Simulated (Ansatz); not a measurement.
We consider BP (model structure, started from the GeS type, Pnma, No. 62, 8 atoms in the cell), described by PBE (Ansatz, a program for electronic structure, plane waves, PAW).

Run with plane-wave cutoff 520 eV, 8×18×16 k mesh (along the axes of the cell as run), Fermi–Dirac smearing 0.05 eV, scalar-relativistic PAW data made under PBE.

Computed at the level's own relaxed cell.

```xyz
8
Lattice="6.2911 0.0000 0.0000 0.0000 3.2382 0.0000 0.0000 0.0000 5.3895" Properties=species:S:1:pos:R:3 pbc="T T T"
B      1.0166     0.8096     2.1500
B      2.1290     2.4287     4.8447
B      5.2745     2.4287     3.2395
B      4.1621     0.8096     0.5447
P      5.2767     0.8096     2.1173
P      4.1600     2.4287    -0.5774
P      1.0144     2.4287     3.2721
P      2.1311     0.8096     5.9668
```

Q: List the 22 lowest band energies at Γ above −25 eV (eV, relative to the valence band maximum), grouping those that round alike.

A: At Γ: -15.49, -13.74, -12.62, -10.68, -8.16, -7.82, -6.58, -5.92, -5.34, -4.52, -2.99, -2.21, -1.20, -1.04, -0.78, 0.00, 1.13, 1.60, 1.64, 2.94, 3.52, 3.80.

Note: the relaxation could raise the start's symmetry but not lower it, so the cell can be a saddle point.

A model structure was made by putting elements into a prototype or built by hand; it is no filed structure, need not be a known phase, and can be a saddle point held by its symmetry.
